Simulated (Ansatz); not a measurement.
Base system: Cd in the hcp (Mg type) structure (space group P6_3/mmc, No. 194; a = 3.0294 Å, c = 5.7589 Å; relaxed with 0.1 eV smearing).

Level of theory: Kohn–Sham DFT with the PBE functional, run in Ansatz (an electronic-structure program) with PAW and 420 eV plane waves, without spin-orbit coupling.

Before the change:

- Pressure: 0.0 GPa
- Band gap: zero

One thing is altered: the cell is scaled by 1.0300 in all directions, atoms relaxed at fixed cell.

Q: What does the calculation give for the pressure, energy relative to the base and band gap after the change?

A: The pressure (mean of the normal stresses, compression positive) goes from zero to -2.9 GPa; the energy goes up by 21 meV/atom; the band gap remains zero.

The cells carry an imposed strain or load. Stability against distortions was not tested.
